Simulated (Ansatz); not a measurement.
Worked example: relaxation of cell and atoms of Sb2Pt (Pa-3, 12 atoms in the cell) in Ansatz (a first-principles code).

Method of the run: PBEsol, PAW files made with PBE (plane waves; Ansatz).

```yaml
crystal:
  lattice:
    - [6.38927, 0.00000, 0.00000]
    - [0.00000, 6.38927, 0.00000]
    - [0.00000, 0.00000, 6.38927]
  atoms:
    - { symbol: Sb, position: [0.37525, 0.12475, 0.87525] }
    - { symbol: Sb, position: [0.62475, 0.87525, 0.12475] }
    - { symbol: Sb, position: [0.12475, 0.87525, 0.37525] }
    - { symbol: Sb, position: [0.87525, 0.12475, 0.62475] }
    - { symbol: Sb, position: [0.87525, 0.37525, 0.12475] }
    - { symbol: Sb, position: [0.12475, 0.62475, 0.87525] }
    - { symbol: Sb, position: [0.62475, 0.62475, 0.62475] }
    - { symbol: Sb, position: [0.37525, 0.37525, 0.37525] }
    - { symbol: Pt, position: [0.00000, 0.50000, 0.50000] }
    - { symbol: Pt, position: [0.50000, 0.50000, 0.00000] }
    - { symbol: Pt, position: [0.50000, 0.00000, 0.50000] }
    - { symbol: Pt, position: [0.00000, 0.00000, 0.00000] }
```

Reference input (self-consistent single point, DFT, PBEsol, plane waves, PAW files made with PBE): kpoints.mp_grid.grid = 3 3 3; hamiltonian.xc = pbesol; hamiltonian.pseudopotentials = {kind: paw} (the program's default PAW files); scf.occupations.method = cold; scf.occupations.width = 0.05 eV. This run's input differs from it in these lines:

Ansatz 0.2 input:
```diff
@@ -19,2 +19,4 @@
     - { symbol: Pt, position: [0.00000000, 0.00000000, 0.00000000] }
+basis:
+  ecutwfc: 590.0
 kpoints:
@@ -26,2 +28,4 @@
   occupations: { method: cold, width: 0.05 }
+relax:
+  cell: {}
 output:
```

The program printed (abridged):

```
   [... SCF lines of the steps left out ...]
relax step   1: F+E_penalty+E_count = -100812.47385015 eV  Δ(F+E_penalty+E_count) = +0.000e0 eV  max|allowed force component| = 6.633e-2 eV/Å  Δτ_max = 0.0000 Å  P = +4.561 GPa  Ω = 260.828 Å³  (8 SCF iters, dr2 threshold 1.00e-7 eV, accepted)
relax step   2: F+E_penalty+E_count = -100812.15707385 eV  Δ(F+E_penalty+E_count) = +3.168e-1 eV  max|allowed force component| = 1.692e-1 eV/Å  Δτ_max = 0.0236 Å  P = -6.857 GPa  Ω = 288.441 Å³  energy of the carried Pulay correction = -1.058e-3 eV  [...]
   [... lines left out ...]
relax step   4: F+E_penalty+E_count = -100812.60246410 eV  Δ(F+E_penalty+E_count) = -2.126e-3 eV  max|allowed force component| = 1.501e-3 eV/Å  Δτ_max = 0.0004 Å  P = -0.033 GPa  Ω = 270.100 Å³  energy of the carried Pulay correction = -3.677e-4 eV  [...]
relax step   5: F+E_penalty+E_count = -100812.60283763 eV  Δ(F+E_penalty+E_count) = -3.735e-4 eV  max|allowed force component| = 1.498e-3 eV/Å  Δτ_max = 0.0000 Å  P = -0.033 GPa  Ω = 270.100 Å³  stress off target by 3.35e-2 GPa  SCF on the basis [...]
basis re-selected at this cell: Δ(F+E_penalty+E_count) = -3.735e-4 eV, ΔP = -0.000 GPa vs the last step
the relaxation is at rest under the 24 symmetry operations that the run kept from its start: a minimum is not shown …
Stability not checked (fill_not_monotonic)
Free energy (F): -100812.602838 eV
Internal energy: -100812.599843 eV  (E = F + TS)
   [... lines left out ...]
Fermi energy:    14.470406 eV
  cell:  # Å, volume = 270.1004 Å³
   [... lines left out ...]
    - { symbol: Sb, position: [0.3747525696118584, 0.3747525696118584, 0.3747525696118584] }
    - { symbol: Pt, position: [2.6160692893253384e-20, 0.5, 0.5] }
    - { symbol: Pt, position: [0.5, 0.5, -1.1312732061947392e-20] }
    - { symbol: Pt, position: [0.5, -1.520148370824184e-20, 0.5] }
    - { symbol: Pt, position: [2.6160692893253405e-20, -1.5201483708241813e-20, -1.1312732061947419e-20] }
```

The run converged. 

Summary of the result:
| Quantity | Result |
|---|---|
| Free energy E − TS (on the zero of these files) | -100812.6028 eV |
| Fermi level (on the code's own zero) | 14.47 eV |
| Pressure | -0.03 GPa |
| Largest force (vector length) | 0.003 eV/Å |
| Final cell | a = b = c = 6.464 Å, α = β = γ = 90.00° |
| Final volume per atom | 22.51 Å³ |
| Relaxation steps | 5 |

The starting cell comes from a database of computed structures (which also holds hypothetical and non-ambient phases and stackings), without a prior relaxation at this level. Its lattice was rescaled by a random factor within 2.5 % of one. Spin polarisation is off. The relaxation keeps the symmetry of its start, so its end need not be a minimum. Ansatz's pressure includes its estimate of the finite-basis (Pulay) stress.

Cost on one core of a shared machine: roughly 70 s.
